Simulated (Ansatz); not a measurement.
**NbAs (model structure, from the CsCl type, Pm-3m, No. 221): lattice parameter a by level of theory**

No measured value is used here.

| level (code) | value (Å) |
|---|---|
| PBE (Ansatz) | 3.217 |
| PBEsol (Ansatz) | 3.180 |
| PBE-D3(BJ) (Ansatz) | 3.175 |
| r²SCAN (Ansatz) | 3.208 |

Ansatz's density-functional and Hartree–Fock values are scalar-relativistic unless marked +SOC, with PAW data made under PBE.

A model structure was made by putting elements into a prototype or built by hand; it is no filed structure, need not be a known phase, and can be a saddle point held by its symmetry.

Ansatz is an electronic-structure program.
